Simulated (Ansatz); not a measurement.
ZnS under load (space group P6_3mc), PBE with spin-orbit coupling, rigid bands (Ansatz, a first-principles code). Condition of this run: biaxial stress in the c plane of 2 GPa (compression positive) (the target of the relaxation). Band gap 2.28 eV, N_c = 2.09e18 cm⁻³ and N_v = 3.15e19 cm⁻³ at 300 K, conductivity masses along x (a = (3.74, 0.00, 0.00) Å; b = (-1.87, 3.24, 0.00) Å; c = (0.00, 0.00, 6.26) Å) of 0.212 mₑ (electrons) and 0.961 mₑ (holes). Take k_BT = 0.02585 eV.

### Question
What thermal injection velocity √(2k_BT/πm) limits a ballistic channel along the direction named?

### Answer
1.17e7 cm/s for electrons and 5.49e6 cm/s for holes, a ratio of √(m_h/m_e) = 2.13, for dilute carriers.

### Question
Find the intrinsic carrier density and the intrinsic Fermi level.

### Answer
n_i = √(N_c N_v) exp(−E_g/2k_BT) = 8.11e18 × exp(−44.10) = 5.7e-1 cm⁻³. The level lies (k_BT/2) ln(N_v/N_c) = 35 meV from mid-gap (positive towards the conduction band). Each 0.1 eV added to the gap lowers n_i by a factor of 6.9.

Rigid bands with the computed gap; masses take one relaxation time for all states. Geometry: cell and atoms relaxed with PBEsol.
